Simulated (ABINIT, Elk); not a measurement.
An ABINIT input for a self-consistent single point of SrZn2 (Imma, 6 atoms in the cell) (DFT, PBEsol, plane waves, PAW (JTH v2.0 PBE PAW, files made for PBE)):

```
# SrZn2, JTH v2.0 PBE PAW
pp_dirpath "./"
pseudos "Sr.GGA_PBE-JTH.xml, Zn.GGA_PBE-JTH.xml"
acell 5.9499600363 5.9499600363 5.9499600363 Angstrom
rprim
        -0.3993430184    0.6511660543    0.6453742507
         0.3993430184   -0.6511660543    0.6453742507
         0.3993430184    0.6511660543   -0.6453742507
natom 6
ntypat 2
znucl 38 30
typat 1 1 2 2 2 2
xcart
         0.0000000000    3.6607887870    0.7760053749
         4.4901310016    3.6607887870    6.4804503471
         0.0000000000    1.0089133897    9.6306229051
         4.4901310016    6.3126641843   -2.3741671831
         4.4901310016   -1.0089133897    2.3741671831
         0.0000000000    8.3304909637    4.8822885389
ecut 816 eV
pawecutdg 1633 eV
ixc -116133
occopt 7
tsmear 0.136 eV
nband 43
kptopt 1
ngkpt 4 4 4
nshiftk 1
shiftk 0 0 0
nstep 100
tolvrs 1.0e-12
prtwf 0
prtden 0
enunit 1
```

Translate this input to Elk.

This is the input that was run; spellings and numerical settings could be chosen otherwise.

```
tasks
  0

xctype
  22

rgkmax
  7.5

gmaxvr
  16.0

nxlo
  2

lorbcnd
  .true.

lmaxi
  3

stype
  0

swidth
  0.00499791

avec
   -4.4901310016    7.3215775740    7.2564557220
    4.4901310016   -7.3215775740    7.2564557220
    4.4901310016    7.3215775740   -7.2564557220

atoms
  2   : nspecies
  'Sr.in'   : spfname
  2   : natoms; atposl, bfcmt below
  0.3034700000  0.0534700000  0.2500000000    0.0 0.0 0.0
  0.6965300000  0.9465300000  0.7500000000    0.0 0.0 0.0
  'Zn.in'   : spfname
  4   : natoms; atposl, bfcmt below
  0.7324900000  0.6635900000  0.0689000000    0.0 0.0 0.0
  0.2675100000  0.3364100000  0.9311000000    0.0 0.0 0.0
  0.0946900000  0.6635900000  0.4311000000    0.0 0.0 0.0
  0.9053100000  0.3364100000  0.5689000000    0.0 0.0 0.0

ngridk
  4 4 4
```

Basis settings and potentials, where a program has them, do not carry over. This input uses DFT, PBEsol, all-electron FP-LAPW, Elk's shipped species files, APW+lo basis with extra local orbitals.

The starting cell comes from a database of computed structures (which also holds hypothetical and non-ambient phases and stackings), without a prior relaxation at this level. Its lattice was rescaled by a random factor within 2.5 % of one.
